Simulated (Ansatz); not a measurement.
The starting structures come from a database of crystals and need not be the phases stable at ambient conditions.

By PBEsol, the system below comes out a metal.

Given:

```yaml
crystal:
  lattice:
    - [4.24202, 0.00000, 0.00000]
    - [2.12101, 6.32434, 0.04227]
    - [0.00000, 1.26170, 5.55216]
  atoms:
    - { symbol: Bi, position: [0.15583, 0.68833, 0.31674] }
    - { symbol: Bi, position: [0.84417, 0.31167, 0.68326] }
    - { symbol: Bi, position: [0.56917, 0.86166, 0.78989] }
    - { symbol: Bi, position: [0.43083, 0.13834, 0.21011] }
    - { symbol: Pd, position: [0.22244, 0.55512, 0.83053] }
    - { symbol: Pd, position: [0.77756, 0.44488, 0.16947] }
```

Space group of this cell: C2/m. The cell was relaxed by PBE-D3(BJ); by PBEsol its mean pressure is -0.7 GPa.

The current flows along the normal of the first two printed cell vectors. No spin-orbit coupling; the value is a mean over 0.1 eV about the Fermi level.

Give the ballistic conductance per area that PBEsol in Ansatz (a quantum-chemistry and plane-wave program) yields.

0.47 × 10¹⁵ S/m² for both spins.
